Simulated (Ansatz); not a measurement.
Base system: CdSe in the wurtzite structure (space group P6_3mc, No. 186).

```
CELL_PARAMETERS angstrom
      4.30194     0.00000     0.00000
     -2.15097     3.72559     0.00000
      0.00000     0.00000     7.02103
ATOMIC_POSITIONS crystal
  Cd 0.33333 0.66667 0.00013
  Cd 0.66667 0.33333 0.50013
  Se 0.33333 0.66667 0.37587
  Se 0.66667 0.33333 0.87587
```

Cartesian axes are those of the cell as printed.

Computed with PBEsol (Ansatz, a first-principles code), no SOC.

For the base:

```
Property                        Result
-----------------------------  -------
Width of the top valence band  1.75 eV
```

One thing is altered: uniaxial strain ε_zz = +3.00 %, all other strain components held at zero; the atoms relax in the strained cell.

**Question.** How does this affect the width of the top valence band and largest internal atomic displacement?

**Answer.** The width of the top valence band falls by 0.04 eV, from 1.75 eV to 1.71 eV; the largest internal atomic displacement is 0.020 Å.

The levels and masses belong to the bands next to the band gap. Stability against distortions was not tested.
